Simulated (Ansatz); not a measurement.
## silicon: the defect In on the Si site + C on the Si site

The numbers are results of PBE, PAW (plane waves to 420 eV; Ansatz, a program for electronic structure), not measurements. A 2×2×2 supercell of 64 sites was used; the energies come from a 2×2×2 shifted sampling of its zone. Sites at the start: the Si site; Si 2.37 Å away. Energies of charged states are corrected for periodic images (point charge plus alignment at distant sites). Dielectric constants: PBE linear response of the host. Host gap at this level: 0.61 eV. These values are not converged in cell size to better than tenths of an eV. Levels are measured in PBE's own, too narrow, gap. Spin–orbit coupling is left out, which matters for these heavy elements. Each state is the lowest found from its start.

```tsv
charge	moment (μB)	point group	largest move off a lattice site (Å)	image correction with alignment (eV)
0†	quenched	–	0.33	0.00
−1	not spin-polarised	C3v	0.34	0.09
```

† Not settled in this cell, so no level is given: charge 0: a level filled in part, carriers not clearly localised, level within 0.1 eV of a band edge or past it.

Point groups are those of the whole cell at tolerances of 0.03 and 0.1 Å ("near" where only the looser one holds); none is given for unsettled states.

Starting moments that weren't kept: charge 0 began with 1 μB and ended with 0.0.

All states together cost very roughly 60 core-minutes.
